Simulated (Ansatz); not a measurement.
## Quick settings and what they miss: MgZn3 (Imm2, 4 atoms in the cell)

Self-consistent single point.

```yaml
crystal:
  lattice:
    - [-1.49473, 4.80391, 2.47960]
    - [1.49473, -4.80391, 2.47960]
    - [1.49473, 4.80391, -2.47960]
  atoms:
    - { symbol: Mg, position: [0.66335, 0.66335, 0.00000] }
    - { symbol: Zn, position: [0.16905, 0.66905, 0.50000] }
    - { symbol: Zn, position: [0.75190, 0.00047, 0.75143] }
    - { symbol: Zn, position: [0.24904, 0.00047, 0.24857] }
```

Method: PBEsol, PAW files made with PBE (plane waves; Ansatz, a first-principles code).

Base settings: basis.ecutwfc = 420 eV; kpoints.mp_grid.grid = 10 10 10; hamiltonian.xc = pbesol; hamiltonian.pseudopotentials = {kind: paw} (the program's default PAW files); scf.occupations.method = cold; scf.occupations.width = 0.1 eV.

Tight run (finer mesh or higher cutoff; not a proven limit): basis.ecutwfc: 420 eV → 590 eV; kpoints.mp_grid.grid: 10 10 10 → 14 14 14; scf.convergence.dr2_threshold: default (1e-07 eV) → 1e-09 eV. It gave Fermi level (on the code's own zero) 8.47 eV; pressure -6.39 GPa; largest force (vector length) 0.059 eV/Å.

Quick runs, as changes from the base:
- A: the base itself
- B: basis.ecutwfc: 420 eV → 295 eV; kpoints.mp_grid.grid: 10 10 10 → 8 8 8
- C: basis.ecutwfc: 420 eV → 210 eV; kpoints.mp_grid.grid: 10 10 10 → 2 2 2; scf.convergence.dr2_threshold: default (1e-07 eV) → 0.0001 eV
- D: basis.ecutwfc: 420 eV → 295 eV; kpoints.mp_grid.grid: 10 10 10 → 4 4 4; kpoints.mp_grid.shift: default → 0.5 0.5 0.5
- E: basis.ecutwfc: 420 eV → 335 eV; kpoints.mp_grid.grid: 10 10 10 → 2 2 2; scf.convergence.dr2_threshold: default (1e-07 eV) → 0.001 eV
- F: kpoints.mp_grid.grid: 10 10 10 → 4 4 4

Energies are extrapolated to zero smearing width, which holds to low order in the width alone.

The count of work is k-points × plane waves × bands × iterations; it is no time. 

Pressures in the table are Ansatz's without its Pulay estimate, at a fixed set of plane waves; the tight run's value above holds the estimate.

The starting cell comes from a database of computed structures (which also holds hypothetical and non-ambient phases and stackings), without a prior relaxation at this level. Its lattice was rescaled by a random factor within 2.5 % of one. In the base run, with a pressure of about -6 GPa the cell is away from its equilibrium volume at this level.

```csv
run,energy less tight (meV/atom),pressure less tight (GPa),largest miss in a force vector (eV/Å),count of work / tight
A,4.9,0.01,0.005,0.20
B,96.0,-9.06,0.019,0.065
C,4150.4,-189.79,0.088,0.0013
D,56.5,-9.10,0.039,0.010
E,61.2,-2.52,0.214,0.0022
F,-16.5,-0.35,0.026,0.019
```

Among the runs at the tight run's level, the energy misses run from 4.9 to 4150.4 meV/atom.

Keys are those of Ansatz 0.2.
